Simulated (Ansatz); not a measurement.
Hypothetical diamond W: response to strain

Start from W in the diamond structure (space group Fd-3m, No. 227; a hypothetical phase, not in the database extracts checked; relaxed with 0.1 eV smearing).

```yaml
crystal:
  lattice:
    - [0.00000, 2.87908, 2.87908]
    - [2.87908, 0.00000, 2.87908]
    - [2.87908, 2.87908, 0.00000]
  atoms:
    - { symbol: W, position: [0.25000, 0.25000, 0.25000] }
    - { symbol: W, position: [0.00000, 0.00000, 0.00000] }
```

Cartesian axes are those of the cell as printed.

Strains are applied to the cell and any free atomic positions relax; under biaxial strain the out-of-plane vector relaxes too.

The values are results of PBEsol, PAW, 420 eV (Ansatz, a first-principles code; scalar-relativistic without spin-orbit coupling), not measurements.

Notes on the quantities. in-plane stress: mean in-plane stress (compression positive).

```csv
variant,in-plane stress,out-of-plane strain
"biaxial strain +0.53 %, plane normal [001], relaxed out of plane",+0.5 GPa,-1.36 %
"biaxial strain +1.80 %, plane normal [001], relaxed out of plane",+2.1 GPa,-4.92 %
"biaxial strain +4.37 %, plane normal [001], relaxed out of plane",+8.0 GPa,-13.95 %
"biaxial strain −1.70 %, plane normal [110], relaxed out of plane",-17.9 GPa,+10.01 %
isotropic strain +1.71 %,–,–
```

Whether these cells are dynamically stable was not tested. All final runs are without spin polarisation. Under biaxial strain +0.53 %, plane normal [001], relaxed out of plane, biaxial strain +1.80 %, plane normal [001], relaxed out of plane and biaxial strain +4.37 %, plane normal [001], relaxed out of plane and more the cell ends below the base's energy or with stress of the wrong sign: the atoms slid into a distortion or the cell is elastically unstable, so the base is not a stable minimum at this level.
